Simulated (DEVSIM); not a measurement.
Device: Al/SiO2/n-Ge capacitor, at 300 K.

Layer 1 from the left is SiO2, thickness (nm) 3.00. Layer 2 from the left is Ge, thickness (nm) 1100, Nd (cm⁻³) 3.2e17.

Metal gate on the left, work function 4.1 eV. Fixed charge at the semiconductor interface 8.6e10 cm⁻² (in units of +e); no interface traps.

The device is made up for the run: typed textbook-type constants, with dimensions and the other settings drawn at random. Values at 300 K.

SiO2: gap (eV) 9, affinity (eV) 0.9, permittivity 3.9. Ge: gap (eV) 0.664, affinity (eV) 4, permittivity 16, Nc (cm⁻³) 1.04e19, Nv (cm⁻³) 6e18.

### Question
Estimate by hand the flat-band voltage, the threshold voltage, and compare with a numerical solution.

### Answer

- Flat-band voltage: C = 1.15 μF/cm², work-function difference 0.010 V; VFB = φms − qNf/C = 0.00 V; numerical 0.00 V.
- Threshold voltage: φF = 0.249 V, depletion charge √(4εqNφF) = 2.69e-7 C/cm²; VT = VFB − 2φF − Qd/C = -0.73 V; numerical -0.73 V.

DEVSIM, 1D Poisson equation in equilibrium, Boltzmann statistics, complete ionisation; no quantum confinement or tunnelling. Metal contacts follow the ideal Schottky-Mott rule: no Fermi-level pinning, no interface dipoles.
